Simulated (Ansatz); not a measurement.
# ReTe (model structure, started from the WC type, P-6m2, No. 187, 2 atoms in the cell): bulk modulus by level of theory

No measured value is used here.

```csv
level (code),value (GPa),cell (Å³/atom)
LDA (Ansatz),173,19.57
PBE (Ansatz),148,20.63
PBEsol (Ansatz),166,19.89
```

Density-functional levels without +SOC have no spin–orbit coupling. LDA, PBE, PBEsol: the run has no spin polarisation, so it can have missed a magnetic state. LDA, PBE, PBEsol: the bulk modulus is −V dP/dV from two relaxed cells at ±2 % in volume. Each level is taken at its own relaxed cell. Ansatz's density-functional and Hartree–Fock values are scalar-relativistic unless marked +SOC, with PAW data made under PBE.

A model structure was made by putting elements into a prototype or built by hand; it is no filed structure, need not be a known phase, and can be a saddle point held by its symmetry.

Ansatz is an electronic-structure program.
